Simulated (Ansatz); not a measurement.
The starting structures come from a database of crystals and need not be the phases stable at ambient conditions.

 Where the default PAW files enter, the runs use the earlier of Ansatz's two default sets.

Input:

```
CELL_PARAMETERS angstrom
      4.25374     0.00000     0.00000
      0.00000     8.51186     0.00000
     -0.00454     0.00000     6.01583
ATOMIC_POSITIONS crystal
  Cu 0.54233 0.37360 0.26698
  Cu 0.04233 0.62640 0.76698
  Cu 0.53041 0.87608 0.26958
  Cu 0.03041 0.12392 0.76958
  I  0.04140 0.37517 0.01707
  I  0.54140 0.62483 0.51707
  I  0.03166 0.87474 0.01928
  I  0.53166 0.12526 0.51928
```

Space group of this cell: Pc. The cell is taken as given.

Level of theory: r2SCAN (plane waves, PAW; Ansatz, a quantum-chemistry and plane-wave program).

The current runs along the normal of the first two printed vectors; no spin-orbit coupling. Scaled by the factor s: the length along the current (ions clamped). Meshes 8×4×6 and 8×4 across the current in all rows.

| s | mean pressure (GPa) | band gap (eV) |
|---|---|---|
| 0.97 | 1.5 | ? |
| 1.00 | 0.1 | 1.67 |
| 1.03 | -1.1 | 1.57 |

Task: Take the slope of the band gap against ln s from the two given rows, extrapolate to s = 0.97, and say what the run there gives.

Result: Slope = (1.57 − 1.67) / ln 1.03 = -3.38 eV. The line gives 1.67 + (-3.38) × ln 0.97 = 1.77 eV. The run gives 1.73 eV, 0.04 eV under the line, 42 % of the predicted step.
